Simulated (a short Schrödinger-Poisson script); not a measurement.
System: MOS inversion layer, SiO2 on p-type GaAs, at 300 K.

| layer | material | thickness (nm) | Na (cm⁻³) |
|---|---|---|---|
| 1 | SiO2 | 1.2 | - |
| 2 | GaAs | 330 | 2.2e18 |

Constants are typed, rounded textbook-type inputs, not results; the design itself was drawn at random and stands for no fabricated device. SiO2: permittivity 3.9, conduction-band edge (eV) 3.17, gap (eV) 9, electron mass (mₑ) 0.5. GaAs: permittivity 12.9, conduction-band edge (eV) 0, gap (eV) 1.424, Nv at 300 K (cm⁻³) 9e18.

Channel valleys (confinement mass, in-plane density-of-states mass, number): Γ 0.067, 0.067, 1. At the gate the conduction-band edge of layer 1 lies 3.8 eV − eVg above the Fermi level of the channel; the field vanishes at the back. Gaps are held at their typed values at every temperature. Mesh 0.03 nm at interfaces.

From a short Schrödinger-Poisson script (our own, NumPy): 1D Poisson equation in equilibrium, electrons quantum, Hartree (BenDaniel-Duke, 12 states a valley, the channel's in-plane mass for all, wave functions free to enter the dielectric), parabolic valleys, classical holes, full ionisation, no traps, pinning or gate leakage.

The same stack at other levels of the model or other numerical settings:

| run | sheet density of all electrons at Vg = 1.7 V (cm⁻²) | capacitance at Vg = 1.7 V (μF/cm²) | centroid of the channel electrons at Vg = 1.7 V (nm) | gate voltage at 1e11 electrons/cm² (V) | rough cost against the base |
|---|---|---|---|---|---|
| base | 3.12e12 | 1.52 | 1.81 | 1.30 | about 1 |
| electrons treated as classical, Boltzmann | 8.93e12 | 2.67 | 0.22 | 1.06 | 0.04 |
| electrons treated as classical, Fermi-Dirac | 3.57e12 | 1.40 | 1.15 | 1.09 | 0.3 |
| electrons treated as quantum, Hartree plus LDA exchange-correlation | 3.36e12 | 1.55 | 1.79 | 1.29 | 1 |
| mesh six times as coarse | 3.05e12 | 1.51 | 1.84 | 1.30 | 0.2 |
| one subband a valley | 3.12e12 | 1.52 | 1.81 | 1.30 | 0.6 |

The classical rows ignore confinement, and Boltzmann statistics overrate the density once the band edge passes the Fermi level.

Above a few 1e12 electrons/cm² a light Γ valley is non-parabolic and upper valleys begin to fill, which the model leaves out.
